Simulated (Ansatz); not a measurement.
Consider the energy change on adding Ge2 to slab B from Ge (diamond). Reaction: cell B + 2 Ge (diamond) → cell A. Negative: the products are lower in energy.

Cell A: a slab of composition Si80Ge2Sb16 built on Si (diamond, Fd-3m) (100), with 64 atoms on that crystal's sites, 98 atoms, square cell of 15.47 Å (239.4 Å²), symmetry Pmm2, 7.9 Å thick under 17 Å of vacuum, in-plane vectors held at the crystal's; planes from bottom to top: Si16 × 5 | Sb16 | Ge2; foreign atoms: two times Sb2 bound through Sb to 2 Si at 2.61 Å; two times Sb2 bound through Sb to 2 Si at 2.60 Å; Ge2Sb4 bound through Sb to 2 Si at 2.60 Å; two times Sb2 bound through Sb to 2 Si at 2.59 Å; against B it holds Ge2 more, on a cell with 16 atoms a plane; spin state with PBE: run without spin, k-point mesh 3×3×1.
```yaml
crystal:
  lattice:
    - [15.47147, 0.00000, 0.00000]
    - [0.00000, 15.47147, 0.00000]
    - [0.00000, 0.00000, 25.17414]
  atoms:
    - { symbol: Si, position: [0.00000, 0.05039, 0.32390] }
    - { symbol: Si, position: [0.12505, 0.00535, 0.36727] }
    - { symbol: Si, position: [0.12849, 0.12500, 0.42606] }
    - { symbol: Si, position: [0.00000, 0.12500, 0.47506] }
    - { symbol: Si, position: [0.00000, 0.00400, 0.52961] }
    - { symbol: Sb, position: [0.12578, 0.02817, 0.59722] }
    - { symbol: Si, position: [0.00000, 0.19961, 0.32390] }
    - { symbol: Si, position: [0.12505, 0.24465, 0.36727] }
    - { symbol: Si, position: [0.12376, 0.37552, 0.41705] }
    - { symbol: Si, position: [0.00000, 0.37536, 0.47530] }
    - { symbol: Si, position: [0.00000, 0.24600, 0.52961] }
    - { symbol: Sb, position: [0.12578, 0.22183, 0.59722] }
    - { symbol: Si, position: [0.00000, 0.54955, 0.31999] }
    - { symbol: Si, position: [0.12448, 0.50228, 0.36287] }
    - { symbol: Si, position: [0.12489, 0.62500, 0.41895] }
    - { symbol: Si, position: [0.00000, 0.62500, 0.47090] }
    - { symbol: Si, position: [0.00000, 0.50583, 0.52713] }
    - { symbol: Sb, position: [0.12564, 0.52842, 0.59447] }
    - { symbol: Si, position: [0.00000, 0.70045, 0.31999] }
    - { symbol: Si, position: [0.12448, 0.74772, 0.36287] }
    - { symbol: Si, position: [0.12376, 0.87448, 0.41705] }
    - { symbol: Si, position: [0.00000, 0.87464, 0.47530] }
    - { symbol: Si, position: [0.00000, 0.74417, 0.52713] }
    - { symbol: Sb, position: [0.12564, 0.72158, 0.59447] }
    - { symbol: Si, position: [0.25061, 0.05029, 0.32411] }
    - { symbol: Si, position: [0.37547, 0.00491, 0.36719] }
    - { symbol: Si, position: [0.37974, 0.12500, 0.42597] }
    - { symbol: Si, position: [0.25589, 0.12500, 0.47810] }
    - { symbol: Si, position: [0.25078, 0.99945, 0.52967] }
    - { symbol: Sb, position: [0.37488, 0.96552, 0.59622] }
    - { symbol: Si, position: [0.25061, 0.19971, 0.32411] }
    - { symbol: Si, position: [0.37547, 0.24509, 0.36719] }
    - { symbol: Si, position: [0.37339, 0.37700, 0.41564] }
    - { symbol: Si, position: [0.24822, 0.37628, 0.47336] }
    - { symbol: Si, position: [0.25078, 0.25055, 0.52967] }
    - { symbol: Sb, position: [0.37488, 0.28448, 0.59622] }
    - { symbol: Si, position: [0.24841, 0.54956, 0.31898] }
    - { symbol: Si, position: [0.37381, 0.50299, 0.36130] }
    - { symbol: Si, position: [0.37503, 0.62500, 0.41806] }
    - { symbol: Si, position: [0.25037, 0.62500, 0.47043] }
    - { symbol: Si, position: [0.24992, 0.50526, 0.52621] }
    - { symbol: Sb, position: [0.37556, 0.52554, 0.59334] }
    - { symbol: Si, position: [0.24841, 0.70044, 0.31898] }
    - { symbol: Si, position: [0.37381, 0.74701, 0.36130] }
    - { symbol: Si, position: [0.37339, 0.87300, 0.41564] }
    - { symbol: Si, position: [0.24822, 0.87372, 0.47336] }
    - { symbol: Si, position: [0.24992, 0.74474, 0.52621] }
    - { symbol: Sb, position: [0.37556, 0.72446, 0.59334] }
    - { symbol: Si, position: [0.50000, 0.04987, 0.32312] }
    - { symbol: Si, position: [0.62453, 0.00491, 0.36719] }
    - { symbol: Si, position: [0.62026, 0.12500, 0.42597] }
    - { symbol: Si, position: [0.50000, 0.12500, 0.48320] }
    - { symbol: Si, position: [0.50000, 0.99104, 0.52896] }
    - { symbol: Sb, position: [0.62512, 0.96552, 0.59622] }
    - { symbol: Si, position: [0.50000, 0.20013, 0.32312] }
    - { symbol: Si, position: [0.62453, 0.24509, 0.36719] }
    - { symbol: Si, position: [0.62661, 0.37700, 0.41564] }
    - { symbol: Si, position: [0.50000, 0.37923, 0.46997] }
    - { symbol: Si, position: [0.50000, 0.25896, 0.52896] }
    - { symbol: Sb, position: [0.62512, 0.28448, 0.59622] }
    - { symbol: Si, position: [0.50000, 0.54950, 0.31942] }
    - { symbol: Si, position: [0.62619, 0.50299, 0.36130] }
    - { symbol: Si, position: [0.62497, 0.62500, 0.41806] }
    - { symbol: Si, position: [0.50000, 0.62500, 0.47015] }
    - { symbol: Si, position: [0.50000, 0.50494, 0.52533] }
    - { symbol: Sb, position: [0.62444, 0.52554, 0.59334] }
    - { symbol: Si, position: [0.50000, 0.70050, 0.31942] }
    - { symbol: Si, position: [0.62619, 0.74701, 0.36130] }
    - { symbol: Si, position: [0.62661, 0.87300, 0.41564] }
    - { symbol: Si, position: [0.50000, 0.87077, 0.46997] }
    - { symbol: Si, position: [0.50000, 0.74506, 0.52533] }
    - { symbol: Sb, position: [0.62444, 0.72446, 0.59334] }
    - { symbol: Si, position: [0.74939, 0.05029, 0.32411] }
    - { symbol: Si, position: [0.87495, 0.00535, 0.36727] }
    - { symbol: Si, position: [0.87151, 0.12500, 0.42606] }
    - { symbol: Si, position: [0.74411, 0.12500, 0.47810] }
    - { symbol: Si, position: [0.74922, 0.99945, 0.52967] }
    - { symbol: Sb, position: [0.87422, 0.02817, 0.59722] }
    - { symbol: Si, position: [0.74939, 0.19971, 0.32411] }
    - { symbol: Si, position: [0.87495, 0.24465, 0.36727] }
    - { symbol: Si, position: [0.87624, 0.37552, 0.41705] }
    - { symbol: Si, position: [0.75178, 0.37628, 0.47336] }
    - { symbol: Si, position: [0.74922, 0.25055, 0.52967] }
    - { symbol: Sb, position: [0.87422, 0.22183, 0.59722] }
    - { symbol: Si, position: [0.75159, 0.54956, 0.31898] }
    - { symbol: Si, position: [0.87552, 0.50228, 0.36287] }
    - { symbol: Si, position: [0.87511, 0.62500, 0.41895] }
    - { symbol: Si, position: [0.74963, 0.62500, 0.47043] }
    - { symbol: Si, position: [0.75008, 0.50526, 0.52621] }
    - { symbol: Sb, position: [0.87436, 0.52842, 0.59447] }
    - { symbol: Si, position: [0.75159, 0.70044, 0.31898] }
    - { symbol: Si, position: [0.87552, 0.74772, 0.36287] }
    - { symbol: Si, position: [0.87624, 0.87448, 0.41705] }
    - { symbol: Si, position: [0.75178, 0.87372, 0.47336] }
    - { symbol: Si, position: [0.75008, 0.74474, 0.52621] }
    - { symbol: Sb, position: [0.87436, 0.72158, 0.59447] }
    - { symbol: Ge, position: [0.42117, 0.12500, 0.63314] }
    - { symbol: Ge, position: [0.57883, 0.12500, 0.63314] }
```

Cell B: a slab of composition Si80Sb16 built on Si (diamond, Fd-3m) (100), with 64 atoms on that crystal's sites, 96 atoms, square cell of 15.47 Å (239.4 Å²), symmetry Pmm2, 6.9 Å thick under 16 Å of vacuum, in-plane vectors held at the crystal's; planes from bottom to top: Si16 × 5 | Sb16; foreign atoms: eight times Sb2 bound through Sb to 2 Si at 2.60 Å; spin state with PBE: run without spin, k-point mesh 3×3×1.
```
CELL_PARAMETERS angstrom
     15.47147     0.00000     0.00000
      0.00000    15.47147     0.00000
      0.00000     0.00000    23.00871
ATOMIC_POSITIONS crystal
  Si 0.00000 0.04925 0.35057
  Si 0.12500 0.00254 0.39766
  Si 0.12500 0.12500 0.45887
  Si 0.00000 0.12500 0.51547
  Si 0.00000 0.00524 0.57647
  Sb 0.12500 0.02815 0.65061
  Si 0.00000 0.20075 0.35057
  Si 0.12500 0.24746 0.39766
  Si 0.12500 0.37500 0.45626
  Si 0.00000 0.37500 0.51896
  Si 0.00000 0.24476 0.57647
  Sb 0.12500 0.22185 0.65061
  Si 0.00000 0.54925 0.35057
  Si 0.12500 0.50254 0.39766
  Si 0.12500 0.62500 0.45887
  Si 0.00000 0.62500 0.51547
  Si 0.00000 0.50524 0.57647
  Sb 0.12500 0.52815 0.65061
  Si 0.00000 0.70075 0.35057
  Si 0.12500 0.74746 0.39766
  Si 0.12500 0.87500 0.45626
  Si 0.00000 0.87500 0.51896
  Si 0.00000 0.74476 0.57647
  Sb 0.12500 0.72185 0.65061
  Si 0.25000 0.04925 0.35057
  Si 0.37500 0.00254 0.39766
  Si 0.37500 0.12500 0.45887
  Si 0.25000 0.12500 0.51547
  Si 0.25000 0.00524 0.57647
  Sb 0.37500 0.02815 0.65061
  Si 0.25000 0.20075 0.35057
  Si 0.37500 0.24746 0.39766
  Si 0.37500 0.37500 0.45626
  Si 0.25000 0.37500 0.51896
  Si 0.25000 0.24476 0.57647
  Sb 0.37500 0.22185 0.65061
  Si 0.25000 0.54925 0.35057
  Si 0.37500 0.50254 0.39766
  Si 0.37500 0.62500 0.45887
  Si 0.25000 0.62500 0.51547
  Si 0.25000 0.50524 0.57647
  Sb 0.37500 0.52815 0.65061
  Si 0.25000 0.70075 0.35057
  Si 0.37500 0.74746 0.39766
  Si 0.37500 0.87500 0.45626
  Si 0.25000 0.87500 0.51896
  Si 0.25000 0.74476 0.57647
  Sb 0.37500 0.72185 0.65061
  Si 0.50000 0.04925 0.35057
  Si 0.62500 0.00254 0.39766
  Si 0.62500 0.12500 0.45887
  Si 0.50000 0.12500 0.51547
  Si 0.50000 0.00524 0.57647
  Sb 0.62500 0.02815 0.65061
  Si 0.50000 0.20075 0.35057
  Si 0.62500 0.24746 0.39766
  Si 0.62500 0.37500 0.45626
  Si 0.50000 0.37500 0.51896
  Si 0.50000 0.24476 0.57647
  Sb 0.62500 0.22185 0.65061
  Si 0.50000 0.54925 0.35057
  Si 0.62500 0.50254 0.39766
  Si 0.62500 0.62500 0.45887
  Si 0.50000 0.62500 0.51547
  Si 0.50000 0.50524 0.57647
  Sb 0.62500 0.52815 0.65061
  Si 0.50000 0.70075 0.35057
  Si 0.62500 0.74746 0.39766
  Si 0.62500 0.87500 0.45626
  Si 0.50000 0.87500 0.51896
  Si 0.50000 0.74476 0.57647
  Sb 0.62500 0.72185 0.65061
  Si 0.75000 0.04925 0.35057
  Si 0.87500 0.00254 0.39766
  Si 0.87500 0.12500 0.45887
  Si 0.75000 0.12500 0.51547
  Si 0.75000 0.00524 0.57647
  Sb 0.87500 0.02815 0.65061
  Si 0.75000 0.20075 0.35057
  Si 0.87500 0.24746 0.39766
  Si 0.87500 0.37500 0.45626
  Si 0.75000 0.37500 0.51896
  Si 0.75000 0.24476 0.57647
  Sb 0.87500 0.22185 0.65061
  Si 0.75000 0.54925 0.35057
  Si 0.87500 0.50254 0.39766
  Si 0.87500 0.62500 0.45887
  Si 0.75000 0.62500 0.51547
  Si 0.75000 0.50524 0.57647
  Sb 0.87500 0.52815 0.65061
  Si 0.75000 0.70075 0.35057
  Si 0.87500 0.74746 0.39766
  Si 0.87500 0.87500 0.45626
  Si 0.75000 0.87500 0.51896
  Si 0.75000 0.74476 0.57647
  Sb 0.87500 0.72185 0.65061
```

Reference: Ge (diamond, Fd-3m), 2 atoms in the cell, k-point mesh 10×10×10 on the run's own vectors. Conventional cell: a = b = c = 5.7599 Å, α = β = γ = 90.00°.

All numbers come from Ansatz (a program for electronic structure), plane waves with PAW, its default PAW set, cutoff 420 eV, 500 eV for r2SCAN. The structures are at rest with PBE, within the held lattices; other levels are single points on them. Neutral cells; Fermi-Dirac smearing of at most 0.10 eV in the solids, energies taken to zero width. The lattices are those relaxed with PBE or held as stated, so at other levels the solids can be strained, which adds to the spread. Larger cells are relaxed from a start prepared with the learned potential CHGNet, on a coarser mesh till forces fall under 0.03 eV/Å, which some starts already meet. A dispersion term (D3(BJ), or D4 for r2SCAN) was computed beside these levels and is taken off wherever the name lacks it. Static lattices, no vibrational contributions. The structures are the rest points that the relaxations reached, not proven lowest. The runs are scalar-relativistic, without spin-orbit coupling. Values are for these cell sizes. Cell A has symmetry Pmm2 and got no random move, so less symmetric positions, which may lie lower, weren't tried. Cell B has symmetry Pmm2 and got no random move, so less symmetric positions, which may lie lower, weren't tried.

**Question.** Estimate the value that r2SCAN returns for this input.

**Answer.** 1.43 eV, for cell B + 2 Ge (diamond) → cell A.

**Question.** How does the value move with the functional?

**Answer.** 
```
Functional  value (eV)  less r2SCAN
----------  ----------  -----------
PBE               1.20        -0.23
```

The levels span 0.23 eV, from PBE (1.20) to r2SCAN (1.43).
